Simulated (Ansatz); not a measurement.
The reference is W in the bcc (W type) structure (space group Im-3m, No. 229).

Space group Im-3m (No. 229); a = 3.1545 Å, b = 3.1545 Å, c = 3.1545 Å, α = 90.00°, β = 90.00°, γ = 90.00°

```tsv
atom	site	symmetry	x	y	z
W	2a	m-3m	0.0000	0.0000	0.0000
```
(The calculation used a cell of 1 atom; values per cell refer to that cell.)

Computed with PBEsol (Ansatz, a first-principles code), without spin-orbit coupling, earlier PAW set.

Base values:

The shortest interatomic distance is 2.732 Å.

One thing is altered: full substitution W → Ta; the structure is relaxed again.

Estimate the effect on the shortest interatomic distance.

The shortest interatomic distance goes up by 0.110 Å, from 2.732 Å to 2.842 Å.

No phonon test of stability was made. All final runs are without spin polarisation.
